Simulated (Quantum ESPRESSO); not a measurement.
Convergence study of shifted k-point meshes for Pb (Fm-3m, 1 atom in the cell)

```
Pb
1.0
   -2.46758     0.00000     2.46758
    0.00000     2.46758     2.46758
   -2.46758     2.46758     0.00000
Pb
1
Direct
  0.00000   0.00000   0.00000
```

Computed with PBE, GBRV 1.5 ultrasoft (PBE) pseudopotentials (plane waves; Quantum ESPRESSO).

Base settings: ecutwfc = 40 Ry; ecutrho = 200 Ry; occupations = smearing; smearing = gaussian; degauss = 0.0073499 Ry; potentials = {Pb: pb_pbe_v1.uspp.F.UPF}; K_POINTS = automatic 12 12 12 0 0 0; conv_thr = 1e-10 Ry.

Only quantities that move along the ladder and can be compared are tabulated.

The count of work is k-points × plane waves × bands × iterations; it is no time. 

The starting cell has typed, rounded lattice constants, without a prior relaxation at this level. Its lattice was rescaled by up to half a per cent.

Steps (K_POINTS): automatic 2 2 2 1 1 1; automatic 3 3 3 1 1 1; automatic 4 4 4 1 1 1; automatic 5 5 5 1 1 1; automatic 6 6 6 1 1 1; automatic 7 7 7 1 1 1; automatic 8 8 8 1 1 1; automatic 9 9 9 1 1 1; automatic 10 10 10 1 1 1; automatic 11 11 11 1 1 1; automatic 12 12 12 1 1 1; automatic 13 13 13 1 1 1; automatic 15 15 15 1 1 1; automatic 16 16 16 1 1 1; automatic 18 18 18 1 1 1; automatic 20 20 20 1 1 1; automatic 22 22 22 1 1 1; automatic 25 25 25 1 1 1; automatic 28 28 28 1 1 1; automatic 31 31 31 1 1 1; automatic 38 38 38 1 1 1.

### Question
What is the coarsest K_POINTS that holds the pressure within 1 GPa of the last step, with all finer ones?

### Answer
automatic 4 4 4 1 1 1, at 0.0020 of the last step's count of work; the step before is off by 1.4 GPa.

### Question
What is the coarsest K_POINTS that holds the free energy within 1 meV/atom of the last step, with all finer ones?

### Answer
automatic 18 18 18 1 1 1, at 0.12 of the last step's count of work; the step before is off by 1.2 meV/atom.

| K_POINTS | free energy less the last step's (meV/atom) | pressure (GPa) | count of work / last |
|---|---|---|---|
| automatic 2 2 2 1 1 1 | 324.91 | 5.54 | 0.00034 |
| automatic 3 3 3 1 1 1 | 204.69 | 4.15 | 0.0012 |
| automatic 4 4 4 1 1 1 | 65.24 | 2.91 | 0.0020 |
| automatic 5 5 5 1 1 1 | 19.71 | 3.22 | 0.0038 |
| automatic 6 6 6 1 1 1 | -5.39 | 2.85 | 0.0056 |
| automatic 7 7 7 1 1 1 | -7.62 | 2.68 | 0.0076 |
| automatic 8 8 8 1 1 1 | 2.27 | 2.56 | 0.010 |
| automatic 9 9 9 1 1 1 | 11.10 | 2.58 | 0.017 |
| automatic 10 10 10 1 1 1 | 5.73 | 2.74 | 0.019 |
| automatic 11 11 11 1 1 1 | 0.65 | 2.84 | 0.030 |
| automatic 12 12 12 1 1 1 | -2.22 | 2.79 | 0.037 |
| automatic 13 13 13 1 1 1 | -2.34 | 2.76 | 0.047 |
| automatic 15 15 15 1 1 1 | 1.89 | 2.68 | 0.069 |
| automatic 16 16 16 1 1 1 | 1.23 | 2.72 | 0.082 |
| automatic 18 18 18 1 1 1 | -0.32 | 2.75 | 0.12 |
| automatic 20 20 20 1 1 1 | -0.23 | 2.72 | 0.16 |
| automatic 22 22 22 1 1 1 | 0.28 | 2.72 | 0.20 |
| automatic 25 25 25 1 1 1 | -0.11 | 2.75 | 0.30 |
| automatic 28 28 28 1 1 1 | 0.04 | 2.73 | 0.41 |
| automatic 31 31 31 1 1 1 | -0.02 | 2.74 | 0.55 |
| automatic 38 38 38 1 1 1 | 0.00 | 2.73 | 1.0 |

Two neighbours can agree and both be off: automatic 12 12 12 1 1 1 and automatic 13 13 13 1 1 1 differ by 0.12 meV/atom in the free energy, yet lie about 2.3 meV/atom from the last step.
